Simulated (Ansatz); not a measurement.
Where the default PAW files enter, the runs use the earlier of Ansatz's two default sets.

Crystal: HfO2 (P4_2/nmc, 6 atoms a cell, 10.9 Å³ an atom, 4 GPa at this level); planes in its conventional cell.

These are r2SCAN (plane waves, PAW; Ansatz, a first-principles code) values and carry that method's errors.

No gap correction and no spin-orbit coupling; mid-gap values are interpolated between computed energies.

| plane | area of the cell (Å²) | mid-gap κ (1/Å) | largest κ in the gap (1/Å) |
|---|---|---|---|
| (111) | 28.9 | 0.36 | 0.36 |
| (001) | 12.7 | ___ | ___ |
| (100) | 18.4 | ___ | ___ |
| (110) | 26.0 | ___ | ___ |

Question: The slowest decay depends on the direction. Supply the withheld values.

Answer: 
- (001), mid-gap κ (1/Å): 0.38
- (001), largest κ in the gap (1/Å): 0.39
- (100), mid-gap κ (1/Å): 0.42
- (100), largest κ in the gap (1/Å): 0.42
- (110), mid-gap κ (1/Å): 0.34
- (110), largest κ in the gap (1/Å): 0.34
